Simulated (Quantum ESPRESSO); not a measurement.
Effort and miss along a sweep of K_POINTS: TiO2 (P4_2/mnm, 6 atoms in the cell)

```
TiO2
1.0
    4.51796     0.00000     0.00000
    0.00000     4.51796     0.00000
    0.00000     0.00000     2.90654
Ti O
2 4
Direct
  0.50000   0.50000   0.00000
  0.00000   0.00000   0.50000
  0.69568   0.69568   0.50000
  0.30432   0.30432   0.50000
  0.80432   0.19568   0.00000
  0.19568   0.80432   0.00000
```

Method: PBE, SSSP 1.1.2 efficiency (PBE) pseudopotentials (plane waves; Quantum ESPRESSO 7.5).

Base settings: ecutwfc = 55 Ry; ecutrho = 440 Ry; occupations = smearing; smearing = fermi-dirac; degauss = 0.00147 Ry; potentials = {Ti: ti_pbe_v1.4.uspp.F.UPF, O: O.pbe-n-kjpaw_psl.0.1.UPF}; K_POINTS = automatic 6 6 9 0 0 0; conv_thr = 1e-10 Ry.

Misses are taken against the tightest run, automatic 18 18 28 0 0 0, which need not be fully converged itself. The energy is the free energy per atom.

The count of work is k-points × plane waves × bands × iterations; it is no time, and leaves out set-up, grids and terms that scale otherwise. Core times come from one kind of shared machine and are given to one figure; runs under 30 s give none.

The starting cell comes from a database of computed structures (which also holds hypothetical and non-ambient phases and stackings), without a prior relaxation at this level. Its lattice was rescaled by a random factor within 2.5 % of one. In the base run, with a pressure of about 19 GPa the cell is away from its equilibrium volume at this level.

The runs (K_POINTS): automatic 1 1 1 0 0 0 | automatic 2 2 2 0 0 0 | automatic 2 2 3 0 0 0 | automatic 2 2 4 0 0 0 | automatic 3 3 4 0 0 0 | automatic 6 6 9 0 0 0 | automatic 7 7 11 0 0 0 | automatic 8 8 13 0 0 0 | automatic 10 10 15 0 0 0 | automatic 12 12 18 0 0 0 | automatic 14 14 22 0 0 0 | automatic 18 18 28 0 0 0.

Problem. Which is the coarsest setting among those run that, with all tighter ones, holds the energy within 10 meV/atom of the reference, and what does it save?

Solution. automatic 3 3 4 0 0 0, off by 2.4 meV/atom; it needs 0.011 of the reference's count of work and about 0.03 of the reference's time.

Problem. Which is the coarsest setting among those run that, with all tighter ones, holds the energy within 1 meV/atom of the reference, and what does it save?

Solution. automatic 6 6 9 0 0 0, off by 0.00 meV/atom; it needs 0.068 of the reference's count of work and about 0.10 of the reference's time.

Problem. What does the step from automatic 2 2 4 0 0 0 to automatic 6 6 9 0 0 0 buy?

Solution. It takes the miss in the energy from 12 to 0.00 meV/atom, for 4.8 times the count of work and roughly 3 times the time.

| K_POINTS | energy less reference (meV/atom) | pressure less reference (GPa) | largest difference in the force on any atom (eV/Å) | count of work / reference | core time / reference (rough) |
|---|---|---|---|---|---|
| automatic 1 1 1 0 0 0 | 1016.73 | 15.24 | 5.721 | 0.0016 | – |
| automatic 2 2 2 0 0 0 | 87.50 | 1.70 | 0.231 | 0.0068 | – |
| automatic 2 2 3 0 0 0 | 15.56 | 0.27 | 0.027 | 0.0090 | – |
| automatic 2 2 4 0 0 0 | 12.02 | 0.35 | 0.015 | 0.014 | 0.03 |
| automatic 3 3 4 0 0 0 | 2.43 | 0.06 | 0.004 | 0.011 | 0.03 |
| automatic 6 6 9 0 0 0 | 0.00 | 0.00 | 0.000 | 0.068 | 0.10 |
| automatic 7 7 11 0 0 0 | 0.00 | 0.00 | 0.000 | 0.081 | 0.1 |
| automatic 8 8 13 0 0 0 | 0.00 | 0.00 | 0.000 | 0.13 | 0.1 |
| automatic 10 10 15 0 0 0 | 0.00 | 0.00 | 0.000 | 0.20 | 0.2 |
| automatic 12 12 18 0 0 0 | 0.00 | 0.00 | 0.000 | 0.34 | 0.4 |
| automatic 14 14 22 0 0 0 | 0.00 | 0.00 | 0.000 | 0.52 | 0.6 |
| automatic 18 18 28 0 0 0 | 0.00 | 0.00 | 0.000 | 1.0 | 1 |
